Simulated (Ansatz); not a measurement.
# Converging the plane-wave cutoff: VW (Cmm2, 2 atoms in the cell)

```xyz
2
Lattice="1.5528 -2.2305 0.0000 1.5528 2.2305 0.0000 0.0000 0.0000 4.2928" Properties=species:S:1:pos:R:3 pbc="T T T"
V      0.0000     0.0000     0.0500
W      1.5528     0.0000     2.1464
```

Method: PBEsol, default PAW files made with PBE (plane waves; Ansatz, a program for electronic structure).

Base settings: basis.ecutwfc = 420 eV; kpoints.mp_grid.grid = 11 11 7; hamiltonian.xc = pbesol; hamiltonian.pseudopotentials = {kind: paw} (the program's default PAW files); scf.occupations.method = gaussian; scf.occupations.width = 0.1 eV.

The second cell is the first with its lattice scaled by 0.98.

The mesh stays at the base's, so the ladder's end is converged at best in this setting alone.

The first pressure column holds Ansatz's estimate of the finite-basis (Pulay) stress, which hides part of the cutoff error; the other is without it.

Only quantities that move along the ladder and can be compared are tabulated.

The count of work is k-points × plane waves × bands × iterations; it is no time. 

The starting cell comes from a database of computed structures (which also holds hypothetical and non-ambient phases and stackings), without a prior relaxation at this level. Its lattice was rescaled by up to half a per cent. One atom was moved a little off its site on purpose. Spin polarisation is off. In the base run, with a pressure of about -9 GPa the cell is away from its equilibrium volume at this level.

Steps (basis.ecutwfc): 145 eV; 170 eV; 190 eV; 210 eV; 230 eV; 250 eV; 295 eV; 335 eV; 380 eV; 420 eV; 460 eV; 505 eV; 565 eV; 630 eV; 735 eV; 840 eV; 1010 eV.

Task: What is the coarsest basis.ecutwfc that holds the pressure within 0.5 GPa of the last step, with all finer ones?

Result: 295 eV, at 0.16 of the last step's count of work; the step before is off by 0.74 GPa.

Task: What is the coarsest basis.ecutwfc that holds the forces within 0.005 eV/Å of the last step, with all finer ones?

Result: 335 eV, at 0.19 of the last step's count of work; the step before is off by 0.010 eV/Å.

Task: What is the coarsest basis.ecutwfc that holds the energy of the compressed cell less the first within 0.5 meV/atom of the last step, with all finer ones?

Result: 335 eV, at 0.19 of the last step's count of work; the step before is off by 1.2 meV/atom.

| basis.ecutwfc | free energy less the last step's (meV/atom) | energy of the compressed cell less the first (meV/atom) | pressure (GPa) | pressure without the Pulay estimate (GPa) | largest difference of a force vector from the last step's (eV/Å) | count of work / last |
|---|---|---|---|---|---|---|
| 145 eV | 27912.07 | -351.37 | -90.11 | -880.80 | 0.090 | 0.067 |
| 170 eV | 13999.25 | -217.55 | -37.15 | -534.04 | 1.069 | 0.093 |
| 190 eV | 7550.01 | 15.16 | -7.50 | -337.15 | 0.481 | 0.10 |
| 210 eV | 3915.32 | 11.69 | -4.62 | -206.08 | 0.114 | 0.12 |
| 230 eV | 1919.71 | 17.38 | -4.98 | -121.33 | 0.024 | 0.13 |
| 250 eV | 908.36 | -3.60 | -7.91 | -70.48 | 0.028 | 0.13 |
| 295 eV | 145.50 | -8.69 | -8.84 | -22.24 | 0.010 | 0.16 |
| 335 eV | 22.77 | -7.15 | -8.60 | -11.29 | 0.001 | 0.19 |
| 380 eV | 3.32 | -7.34 | -8.62 | -8.88 | 0.001 | 0.23 |
| 420 eV | 1.57 | -7.40 | -8.62 | -8.69 | 0.001 | 0.28 |
| 460 eV | 0.95 | -7.46 | -8.63 | -8.67 | 0.000 | 0.31 |
| 505 eV | 0.60 | -7.50 | -8.64 | -8.66 | 0.000 | 0.36 |
| 565 eV | 0.41 | -7.52 | -8.64 | -8.65 | 0.000 | 0.42 |
| 630 eV | 0.26 | -7.53 | -8.65 | -8.66 | 0.000 | 0.51 |
| 735 eV | 0.11 | -7.53 | -8.65 | -8.65 | 0.000 | 0.63 |
| 840 eV | 0.06 | -7.53 | -8.65 | -8.65 | 0.000 | 0.77 |
| 1010 eV | 0.00 | -7.53 | -8.65 | -8.65 | 0.000 | 1.0 |

The energy difference between the two cells stays within 1 meV/atom of the last step's from 335 eV on, the total only from 460 eV on: much of the error is common to both cells and cancels.

At the lowest cutoff the pressure without the Pulay estimate lies 872 GPa under the last step's, the usual sign of Pulay stress in an incomplete plane-wave basis.

Keys are those of Ansatz 0.2.
